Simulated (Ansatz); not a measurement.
Take Os in the hcp (Mg type) structure (space group P6_3/mmc, No. 194; a = 2.729 Å, c = 4.309 Å; relaxed with 0.1 eV smearing) as the base. Axes: x lies along a and z along c of the hexagonal cell.

Calculations: Ansatz (a first-principles code) PBEsol, without spin-orbit coupling.

Modification: uniaxial strain ε_xx = +1.00 %, all other strain components held at zero; the atoms relax in the strained cell.

**Question.** Predict the stress tensor and what it implies for the stiffness.

**Answer.** Stress of the strained cell less that of the base (GPa, compression positive):
```
   -7.5     0.0     0.0
    0.0    -2.4     0.0
    0.0     0.0    -2.3
```

Then −Δσ_ii/ε with ε = 0.0100 gives relaxed-ion elastic constants: C11 ≈ 750 GPa, C12 ≈ 235 GPa and C13 ≈ 234 GPa.

Stability against distortions was not tested. All final runs are without spin polarisation.
